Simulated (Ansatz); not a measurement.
**Convergence study of the k-point mesh for AlTc2 (I4mm, 3 atoms in the cell)**

```yaml
crystal:
  lattice:
    - [-1.48306, 1.48306, 4.70677]
    - [1.48306, -1.48306, 4.70677]
    - [1.48306, 1.48306, -4.70677]
  atoms:
    - { symbol: Al, position: [0.00531, 0.00531, 0.00000] }
    - { symbol: Tc, position: [0.66991, 0.66991, 0.00000] }
    - { symbol: Tc, position: [0.33009, 0.33009, 0.00000] }
```

Method: PBEsol, default PAW files made with PBE (plane waves; Ansatz, a program for electronic structure).

Base settings: basis.ecutwfc = 500 eV; kpoints.mp_grid.grid = 13 13 13; hamiltonian.xc = pbesol; hamiltonian.pseudopotentials = {kind: paw} (the program's default PAW files); scf.occupations.method = fermi_dirac; scf.occupations.width = 0.1 eV.

The second cell is the first with its lattice scaled by 0.98.

Only quantities that move along the ladder and can be compared are tabulated.

The count of work is k-points × plane waves × bands × iterations; it is no time. 

The starting cell comes from a database of computed structures (which also holds hypothetical and non-ambient phases and stackings), without a prior relaxation at this level. Its lattice was rescaled by up to half a per cent. One atom was moved a little off its site on purpose. Spin polarisation is off. Ansatz's pressure includes its estimate of the finite-basis (Pulay) stress.

Steps (kpoints.mp_grid.grid): 3 3 3; 4 4 4; 5 5 5; 6 6 6; 7 7 7; 9 9 9; 11 11 11; 13 13 13; 15 15 15; 18 18 18; 22 22 22.

Task: What is the coarsest kpoints.mp_grid.grid that holds the pressure within 0.5 GPa of the last step, with all finer ones?

Result: 4 4 4, at 0.016 of the last step's count of work; the step before is off by 1.7 GPa.

Task: What is the coarsest kpoints.mp_grid.grid that holds the energy of the compressed cell less the first within 2 meV/atom of the last step, with all finer ones?

Result: 4 4 4, at 0.016 of the last step's count of work; the step before is off by 9.6 meV/atom.

Task: What is the coarsest kpoints.mp_grid.grid that holds the forces within 0.02 eV/Å?

Result: Not settled: the last two steps still differ by 0.011 eV/Å, over half the tolerance, so the ladder does not show it.

```tsv
kpoints.mp_grid.grid	free energy less the last step's (meV/atom)	energy of the compressed cell less the first (meV/atom)	pressure (GPa)	largest difference of a force vector from the last step's (eV/Å)	count of work / last
3 3 3	79.69	50.46	1.43	1.222	0.0072
4 4 4	1.41	41.44	-0.18	0.035	0.016
5 5 5	15.40	42.15	-0.03	0.023	0.022
6 6 6	-4.75	40.38	-0.39	0.150	0.036
7 7 7	0.54	40.63	-0.33	0.026	0.048
9 9 9	-1.51	40.57	-0.35	0.004	0.090
11 11 11	-0.08	40.78	-0.31	0.053	0.15
13 13 13	0.28	40.90	-0.29	0.006	0.24
15 15 15	-0.14	40.80	-0.31	0.009	0.35
18 18 18	0.00	40.85	-0.30	0.011	0.58
22 22 22	0.00	40.86	-0.30	0.000	1.0
```

The energy difference between the two cells stays within 1 meV/atom of the last step's from 6 6 6 on, the total only from 11 11 11 on: much of the error is common to both cells and cancels.

Keys are those of Ansatz 0.2.
